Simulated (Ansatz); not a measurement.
Structures of equal composition on the (111) surface of fcc Au: a layer of Pt in place of the second plane; a layer of Pt in place of the third plane. The slabs share one bottom face, and each structure is named by its start. These are constructed structures in small cells; real faces may alloy, dewet or reconstruct in larger ones, and not all known structures of the face are among them. Slabs of about 12 Å with all that they carry, Fermi-Dirac smearing of 0.1 eV. Bottom of the slabs: a bare face, its two planes held. Relaxed from the named starts with such symmetry as they have, on meshes of like density; energies extrapolated to zero smearing; no spin-orbit coupling, no U. Spin-polarised runs, if any, are marked in brackets, and their order is one that fits the cell; the others ran without spin.

Method: PBE (plane waves to 420 eV, PAW; Ansatz, a quantum-chemistry and plane-wave program).

Q: Rank these by energy per 1x1 cell (lowest first), as PBE gives it.

A: a layer of Pt in place of the third plane (0.000 eV), a layer of Pt in place of the second plane (0.092 eV)
